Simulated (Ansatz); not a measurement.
Take CdTe in the zinc blende structure (space group F-43m, No. 216) as the base.

```yaml
crystal:
  lattice:
    - [0.00000, 3.27889, 3.27889]
    - [3.27889, 0.00000, 3.27889]
    - [3.27889, 3.27889, 0.00000]
  atoms:
    - { symbol: Cd, position: [0.00000, 0.00000, 0.00000] }
    - { symbol: Te, position: [0.25000, 0.25000, 0.25000] }
```

Cartesian axes are those of the cell as printed.

Computed with r2SCAN, PAW, 500 eV (Ansatz, a quantum-chemistry and plane-wave program; without spin-orbit coupling).

Strains are applied to the cell and any free atomic positions relax; under biaxial strain the out-of-plane vector relaxes too.

One change was made to it. Results:

```json
[
 {"quantity": "energy relative to the base (free energy F)", "base": "0 meV/atom", "after": "+0.9 meV/atom"},
 {"quantity": "valence-band top at Γ (three highest levels, from the VBM)", "base": "0.00, 0.00, 0.00 eV", "after": "0.00, -0.07, -0.07 eV"},
 {"quantity": "hole mass", "base": "–", "after": "0.090 mₑ out of plane, 0.54 mₑ in plane (at Γ)"},
 {"quantity": "shortest interatomic distance", "base": "2.840 Å", "after": "2.846 Å"}
]
```

What was done to the base?
A. biaxial strain +2.50 %, plane normal [001], relaxed out of plane
B. biaxial strain +2.00 %, plane normal [001], relaxed out of plane
C. biaxial strain +3.00 %, plane normal [001], relaxed out of plane
D. biaxial strain +1.00 %, plane normal [001], relaxed out of plane

D, biaxial strain +1.00 %, plane normal [001], relaxed out of plane. For comparison, the energy relative to the base in the other runs: biaxial strain +2.50 %, plane normal [001], relaxed out of plane gives +5.1 meV/atom; biaxial strain +3.00 %, plane normal [001], relaxed out of plane gives +7.3 meV/atom; biaxial strain +2.00 %, plane normal [001], relaxed out of plane gives +3.3 meV/atom.

Spin-orbit coupling, missing from the scalar runs, can matter with Te. The levels and masses belong to the bands next to the band gap. Masses are band curvatures over ±0.01 Å⁻¹ around the edge. Stability against distortions was not tested.
